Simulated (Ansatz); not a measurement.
Candidates (primitive cells; geometry: relaxed with this functional, without spin-orbit coupling):
A. TiZn₃ (Pm-3m), a = b = c = 3.855 Å, α = β = γ = 90.00°
B. LiTi2O4 (Fd-3m), a = 5.905 Å, b = 5.905 Å, c = 5.905 Å, α = 60.00°, β = 60.00°, γ = 60.00°
C. Ti6O (P-31m), a = b = 5.050 Å, c = 4.693 Å, α = β = 90.00°, γ = 120.00°
D. TiRu (Pm-3m), a = 3.046 Å, b = 3.046 Å, c = 3.046 Å, α = 90.00°, β = 90.00°, γ = 90.00°
E. TiOs (Pm-3m), a = 3.061 Å, b = 3.061 Å, c = 3.061 Å, α = 90.00°, β = 90.00°, γ = 90.00°

Task: Put the candidates in order of mean free path at 300 K, highest first, for PBEsol, DFPT electron-phonon coupling, linearised Boltzmann equation (Ansatz, an electronic-structure program).

Result: E (56 nm), D (34 nm), A (5.2 nm), C (3.2 nm), B (1.70 nm)

Metals; harmonic phonons alone scatter; means over directions. The mean free path is weighted by the current that each state carries. Halving the electron mesh moves these values by up to 5 %; q meshes are mostly untested. Spin-orbit coupling is left out.

Formula and space group known from diffraction (Crystallography Open Database), not checked to be the room-temperature form: LiTi2O4 (Fd-3m), Ti6O (P-31m), TiOs (Pm-3m), TiRu (Pm-3m), TiZn3 (Pm-3m). The missing spin-orbit coupling matters most for TiOs (Pm-3m).
